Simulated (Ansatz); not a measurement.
For CaTiO3 (I4/mcm, No. 140; start COD 1567489; the formula has other measured phases), LDA (plane waves, PAW; Ansatz, an electronic-structure program) gives:

```
Property                              Value
-----------------------------  ------------
lattice constant a                  5.278 Å
c axis length                       7.693 Å
bulk modulus                        198 GPa
cohesive energy                7.55 eV/atom
band gap at the measured cell       1.86 eV
```

What does PBEsol in Ansatz (plane waves, PAW) give for the same quantities?


- lattice constant a: 5.339 Å (goes up by 1.2 %)
- lattice parameter c: 7.755 Å (rises by 0.8 %)
- bulk modulus: 182 GPa (falls by 8.1 %)
- cohesive energy: 6.86 eV/atom (shrinks by 0.69 eV/atom)
- band gap at the measured cell: 1.91 eV (grows by 0.05 eV)

Changes are worked out from the printed values.

Unless a cell is named, each level is at its own relaxed cell (LDA 10.71, PBEsol 11.05 Å³/atom).

Density-functional gaps are differences of (generalised) Kohn–Sham levels.

Caveats: the bulk modulus is −V dP/dV from two relaxed cells at ±2 % in volume (LDA, PBEsol); the relaxation could not lower the start's symmetry, so the cell can be a saddle point above a distorted one (LDA, PBEsol). Ansatz's density-functional and Hartree–Fock values are scalar-relativistic unless marked +SOC, with PAW data made under PBE.
